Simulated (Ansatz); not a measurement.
Take Cs$_{2}$AgBiBr$_{6}$ (space group Fm-3m, No. 225; a = 11.187 Å) as the base. Axes: x, y, z lie along the cube axes.

Calculations: Kohn–Sham DFT with the PBEsol functional, run in Ansatz (a first-principles code) with PAW and 420 eV plane waves, no SOC.

It is then changed as follows: tensor shear ε_xy = +2.65 % (engineering shear γ = 0.0530); the atoms relax in the strained cell.

Predict the new stress and energy relative to the base.

The stress (xx, yy, zz, yz, xz, xy; compression positive) is (0.04, 0.04, -0.02, 0.00, 0.00, -0.39) GPa; the energy increases by 2.2 meV/atom.

No phonon test of stability was made.
